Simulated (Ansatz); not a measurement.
**ZnS under a change: tensor shear ε_xy = +3.10 %**

Start from ZnS in the wurtzite structure (space group P6_3mc, No. 186; a = 3.807 Å, c = 6.246 Å). Axes: x lies along a and z along c of the hexagonal cell.

The change: a pure shear with ε_xy = ε_yx = 0.0310, atoms relaxed at fixed cell.

Method: r2SCAN in Ansatz (plane waves to 500 eV, PAW, spin-orbit coupling left out), earlier PAW set. Settings: 10×10×6 k-points, 0.05 eV Fermi–Dirac smearing.

Volume per atom: 19.58 Å³ (base 19.60 Å³)
Space group: P2_1 (No. 4) (base P6_3mc (No. 186))
Shortest interatomic distance: 2.324 Å (base 2.334 Å)
Energy relative to the base (free energy F): +8.1 meV/atom
Pressure (mean of the normal stresses, compression positive): -0.01 GPa (base 0.00 GPa)
Band gap: 2.61 eV (base 2.77 eV)
Gap character: direct at Γ (base direct at Γ)
Valence-band top at Γ (three highest levels, from the VBM): 0.00, -0.22, -0.27 eV (base 0.00, 0.00, -0.08 eV)
Largest internal atomic displacement: 0.056 Å
Stress (xx, yy, zz, yz, xz, xy; compression positive): (-0.11, 0.17, -0.08, 0.00, 0.00, -2.12) GPa

Cost of the whole job for the changed cell (relaxation, final SCF and bands): very roughly 12 core-minutes.

The cells carry an imposed strain or load. No phonon test of stability was made. k-point labels follow each cell's own Brillouin zone.

Ansatz is a first-principles code.
